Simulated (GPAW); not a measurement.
Band structure of Co3ReB4 (Pm, 8 atoms in the cell).

```yaml
crystal:
  lattice:
    - [4.12595, 0.00000, 0.00000]
    - [0.00000, 3.03195, 0.00000]
    - [-0.13336, 0.00000, 5.41320]
  atoms:
    - { symbol: Co, position: [0.86977, 0.00000, 0.17346] }
    - { symbol: Co, position: [0.37156, 0.50000, 0.32008] }
    - { symbol: Co, position: [0.12718, 0.50000, 0.82626] }
    - { symbol: Re, position: [0.63063, 0.00000, 0.67922] }
    - { symbol: B, position: [0.12836, 0.00000, 0.52039] }
    - { symbol: B, position: [0.36690, 0.00000, 0.04471] }
    - { symbol: B, position: [0.90009, 0.50000, 0.45031] }
    - { symbol: B, position: [0.60551, 0.50000, 0.98557] }
```

Computed with PBEsol, GPAW PAW datasets PBEsol (made by gpaw-setup) (plane waves; GPAW).

Settings: mode = pw; ecut = 900 eV; xc = PBEsol; kpts = 5 7 4; mesh shift (steps) = 0 0 0; occupations.name = methfessel-paxton; occupations.width = 0.05 eV; occupations.order = 0; nbands = -12; convergence.density = 1e-05 e/electron; convergence.energy = 1e-05 eV/electron; symmetry.symmorphic = false; symmetry.tolerance = 0.0005; maxiter = 120.

The starting cell comes from a database of computed structures (which also holds hypothetical and non-ambient phases and stackings), without a prior relaxation at this level. Spin-orbit coupling is off. Spin polarisation is off.

Levels in eV from the Fermi level, bands 23 to 30:
```json
[
 {"point": "Γ", "23": "-1.25", "24": "-0.87", "25": "-0.59", "26": "-0.40", "27": "0.00", "28": "0.56", "29": "1.12", "30": "2.57"},
 {"point": "Y", "23": "-1.01", "24": "-0.64", "25": "-0.55", "26": "-0.46", "27": "0.30", "28": "1.35", "29": "1.96", "30": "2.15"},
 {"point": "H", "23": "-1.10", "24": "-0.38", "25": "-0.24", "26": "-0.21", "27": "0.41", "28": "0.44", "29": "1.04", "30": "1.99"},
 {"point": "C", "23": "-1.10", "24": "-0.38", "25": "-0.24", "26": "-0.21", "27": "0.41", "28": "0.44", "29": "1.04", "30": "1.99"},
 {"point": "E", "23": "-0.60", "24": "-0.50", "25": "-0.47", "26": "-0.41", "27": "0.43", "28": "0.63", "29": "1.13", "30": "2.03"},
 {"point": "M1", "23": "-0.60", "24": "-0.51", "25": "-0.47", "26": "-0.41", "27": "0.43", "28": "0.63", "29": "1.13", "30": "2.03"},
 {"point": "A", "23": "-1.23", "24": "-0.56", "25": "-0.54", "26": "-0.45", "27": "0.74", "28": "1.17", "29": "1.70", "30": "1.84"},
 {"point": "X", "23": "-0.96", "24": "-0.57", "25": "-0.47", "26": "-0.18", "27": "0.08", "28": "0.18", "29": "1.41", "30": "1.56"},
 {"point": "D", "23": "-0.35", "24": "-0.19", "25": "-0.12", "26": "-0.01", "27": "1.19", "28": "1.85", "29": "2.05", "30": "2.25"}
]
```

Bands cross the Fermi level along this path, so the cell is metallic at this level.
